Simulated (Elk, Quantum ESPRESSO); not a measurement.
# Equation of state of antifluorite Mg2Sn (space group 225): energy against volume (Elk, PBE)

```
CELL_PARAMETERS angstrom
      0.00000     3.31990     3.31990
      3.31990     0.00000     3.31990
      3.31990     3.31990     0.00000
ATOMIC_POSITIONS crystal
  Mg 0.25000 0.25000 0.25000
  Mg 0.75000 0.75000 0.75000
  Sn 0.00000 0.00000 0.00000
```

Method of the run: PBE, all-electron FP-LAPW, Elk's shipped species files, APW+lo basis with extra local orbitals (Elk 10.2.4). Settings: xctype = 20; rgkmax = 9.12; swidth = 0.000367493 Ha; ngridk = 8 8 8; tforce = true; gmaxvr = 18 1/bohr; lmaxapw = 10; lmaxo = 8; nxlo = 2; lorbcnd = true; lradstp = 2; nrmtscf = 2; lmaxi = 4; maxscl = 100; sphere radii = {Mg: 2.2, Sn: 2.6} bohr. The cell above is the first row's. The rows scale it uniformly. In all rows fractional positions and the k mesh are held. E is the free energy at the stated smearing, counted from the lowest row.

| V (Å^3/atom) | E (meV/atom) |
|---|---|
| 24.394 | ? |
| 24.924 | 11.89 |
| 25.455 | 4.73 |
| 25.985 | 0.91 |
| 26.515 | 0.00 |
| 27.046 | 1.81 |
| 27.576 | 6.00 |
| 28.106 | 12.28 |
| 28.637 | 20.52 |

### Question
Using the third-order Birch-Murnaghan form, a cubic in V^(-2/3), estimate the missing E at V = 24.394 from the other rows, showing the fit.

### Answer
With u = V^(-2/3) - 0.112, the rows have u = 0.005198, 0.003563, 0.001986, 0.000462, -0.001015, -0.002442, -0.003823, -0.005165. Least squares gives E = 0.304 - 885.8·u + 592779·u² + 1252027·u³. Residuals (row less fit): -0.002, 0.000, 0.017, -0.021, -0.002, 0.016, -0.004, 0.000; standard error 0.016 (degrees of freedom: 4). Its minimum lies at u = 0.000745, so V0 = (0.112745)^(-3/2) = 26.42. There d²E/du² = 1191000 and d³E/du³ = 7512000, so B0 = (4/9) × 26.42^(-7/3) × 1191000 × 0.160218 = 40.8 GPa (the last factor turns the table's units into GPa), and B0' = 4 + (2/3) × 0.112745 × (7512000)/1191000 = 4.5. At the withheld row, u = 0.006890, so E = 0.304 - 885.8 × 0.006890 + 592779 × 0.006890² + 1252027 × 0.006890³ = 22.751 meV/atom. The calculation gives 22.67 meV/atom, 0.081 meV/atom below the prediction (0.4 % of the range of E in the table). The row lies outside the fitted rows, so this is an extrapolation. From the scatter of the fitted rows alone, a prediction at this place has a standard error of 0.048 meV/atom, so the miss is 1.7 times that.

Carrying the step between the two nearest rows on in a straight line would have given 19.04, off by 3.63; series whose last step already gives the withheld value aren't shown. The scan was laid around a cell of about the measured size, scaled by a guess for this functional. The runs keep the symmetry of the cell, so they don't test it for distortions. A plane-wave scan with the same functional (Quantum ESPRESSO, GBRV) gives V0 = 26.35 Å^3/atom and B0 = 41.0 GPa; a Birch-Murnaghan fit to all rows here lies 0.3 % from it in V0 and -1 % in B0; the two differ in basis, and may differ in potentials and mesh. Values depend on the basis (sphere radii, cutoffs, local orbitals), which need not be converged. Sphere radii are the same in all rows. Cutoffs and mesh are single choices, not tested for convergence of this quantity. Series with a scatter that would blur these digits, or in which a gap closes, are not shown. Nor are scans whose minimum lies at an end fitted in this form.
